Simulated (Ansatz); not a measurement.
We consider cubic perovskite CsSrF3, described by PBEsol+SOC in Ansatz (PAW).

Numerical settings: plane-wave cutoff 520 eV, 8×8×8 k mesh, Fermi–Dirac smearing 0.01 eV, PAW data made under PBE.

Pressure at four volumes; x = ln(V/21.264 Å³). One pressure is withheld.

| V (Å³/atom) | x | P (GPa) |
|---|---|---|
| 19.988 | -0.0619 | ? |
| 20.413 | -0.0408 | 1.97 |
| 21.264 | 0.0000 | 0.00 |
| 22.540 | 0.0583 | -2.22 |

Question: Pass a parabola P(x) through the three rows shown, estimate the bulk modulus and its pressure derivative near zero pressure, and predict the withheld pressure.

Answer: Slopes between the rows: (0.00 − (1.97))/(0.0000 − (-0.0408)) = -48.28 and (-2.22 − (0.00))/(0.0583 − (0.0000)) = -38.08 GPa. Their difference over the span 0.0991 is c = 10.20/0.0991 = 102.9 GPa, so P(x) = 1.97 + (-48.28)(x − (-0.0408)) + 102.9 (x − (-0.0408))(x − (0.0000)). At the middle row B = −dP/dx = −[-48.28 + 102.9 × 0.0408] = 44.1 GPa, and B′ = dB/dP = 2c/B = 4.7. At x = -0.0619 the parabola gives 3.12 GPa; the run gives 3.14 GPa. The Birch–Murnaghan fit to the energies at all volumes has B0 = 43.7 GPa and B′ = 4.8.

Note: the relaxation could not lower the start's symmetry, so the cell can be a saddle point above a distorted one.

Ansatz is a program for electronic structure.
